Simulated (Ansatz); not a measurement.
The reference is CsSnI₃ in the cubic perovskite structure (space group Pm-3m, No. 221; a = 6.131 Å). Axes: x, y, z lie along the cube axes.

The values are results of PBEsol/PAW in Ansatz (a quantum-chemistry and plane-wave program), no SOC, not measurements.

Base values:

- Pressure: 0.00 GPa

Perturbation: compressive biaxial strain of 0.50 % in the plane normal to [111], as in epitaxy on a mismatched substrate; the out-of-plane cell vector and the atoms relax.

Q: What happens to the out-of-plane strain, pressure and energy relative to the base?

A: The out-of-plane strain is +0.64 %; the pressure (mean of the normal stresses, compression positive) goes from zero to 0.07 GPa; the energy stays essentially unchanged.

Whether these cells are dynamically stable was not tested. Many cubic perovskites are stable only at high temperature; tilts and polar distortions were not tested.
